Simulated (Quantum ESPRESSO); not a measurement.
# What a tighter setting buys: K_POINTS, Ti (P6_3/mmc, 4 atoms in the cell)

```xyz
4
Lattice="2.9373 0.0000 0.0000 -1.4686 2.5437 0.0000 0.0000 0.0000 9.4507" Properties=species:S:1:pos:R:3 pbc="T T T"
Ti     0.0000     0.0000     0.0000
Ti     0.0000     0.0000     4.7253
Ti     0.0000     1.6958     2.3627
Ti     1.4686     0.8479     7.0880
```

Method of the run: PBE, PseudoDojo standard norm-conserving (PBE) pseudopotentials (plane waves; Quantum ESPRESSO 7.5).

Base settings: ecutwfc = 85 Ry; occupations = smearing; smearing = marzari-vanderbilt; degauss = 0.0036749 Ry; potentials = {Ti: Ti.upf}; K_POINTS = automatic 9 9 3 0 0 0; conv_thr = 1e-11 Ry; mixing_beta = 0.4.

Misses are taken against the tightest run, automatic 14 14 4 0 0 0, which need not be fully converged itself. The energy is the free energy per atom.

The count of work is k-points × plane waves × bands × iterations; it is no time, and leaves out set-up, grids and terms that scale otherwise. Core times come from one kind of shared machine and are given to one figure; runs under 30 s give none.

The starting cell was generated: these elements placed on a structure prototype, without a prior relaxation; it need not be a known phase or ordering of this composition. Spin polarisation is off.

| K_POINTS | energy less reference (meV/atom) | pressure less reference (GPa) | count of work / reference | core time / reference (rough) |
|---|---|---|---|---|
| automatic 2 2 1 0 0 0 | -405.69 | -10.61 | 0.036 | – |
| automatic 3 3 1 0 0 0 | -57.53 | -1.53 | 0.050 | – |
| automatic 4 4 1 0 0 0 | 41.52 | -0.57 | 0.061 | – |
| automatic 5 5 2 0 0 0 | 0.37 | -0.17 | 0.15 | 0.2 |
| automatic 6 6 2 0 0 0 | -4.55 | -0.34 | 0.20 | 0.2 |
| automatic 7 7 2 0 0 0 | -8.05 | -0.25 | 0.19 | 0.2 |
| automatic 9 9 3 0 0 0 | 1.60 | 0.03 | 0.38 | 0.4 |
| automatic 10 10 3 0 0 0 | 1.72 | 0.01 | 0.41 | 0.4 |
| automatic 12 12 4 0 0 0 | -0.53 | -0.05 | 0.75 | 0.6 |
| automatic 14 14 4 0 0 0 | 0.00 | 0.00 | 1.0 | 1 |

Coarsest setting among those run that, with all tighter ones, holds the energy within 20 meV/atom of the reference: automatic 5 5 2 0 0 0, off by 0.37 meV/atom; it needs 0.15 of the reference's count of work and about 0.2 of the reference's time.

Coarsest setting among those run that, with all tighter ones, holds the energy within 5 meV/atom of the reference: automatic 9 9 3 0 0 0, off by 1.6 meV/atom; it needs 0.38 of the reference's count of work and about 0.4 of the reference's time. The coarser automatic 5 5 2 0 0 0 also lies inside, but a setting between leaves the range again, so that is luck.

The step from automatic 6 6 2 0 0 0 to automatic 12 12 4 0 0 0: it takes the miss in the energy from 4.6 to 0.53 meV/atom, for 3.7 times the count of work and roughly 3 times the time.

Left out of this page: 1 run of the series failed or unconverged.
